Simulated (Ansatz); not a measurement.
AlP (model structure, started from the NiAs type, P6₃/mmc, No. 194, 4 atoms in the cell) was calculated with PBE (plane waves, PAW; Ansatz, an electronic-structure program).

Run with plane-wave cutoff 520 eV, 18×18×12 k mesh (along the axes of the cell as run), Fermi–Dirac smearing 0.05 eV, scalar-relativistic PAW data made under PBE.

Cell (relaxed at this level):

Space group P6₃/mmc (No. 194); a = 3.6099 Å, b = 3.6099 Å, c = 5.7568 Å, α = 90.00°, β = 90.00°, γ = 120.00°

```tsv
atom	site	symmetry	x	y	z
Al	2a	-3m.	0.0000	0.0000	0.0000
P	2c	-6m2	0.3333	0.6667	0.2500
```

### Question
Give the computed bulk modulus B0.

### Answer

* **bulk modulus B0**: 104 GPa

The run finds no gap.

Note: the bulk modulus is −V dP/dV from two relaxed cells at ±2 % in volume; the relaxation could raise the start's symmetry but not lower it, so the cell can be a saddle point.

Static lattice: no zero-point or thermal effects.

A model structure was made by putting elements into a prototype or built by hand; it is no filed structure, need not be a known phase, and can be a saddle point held by its symmetry.
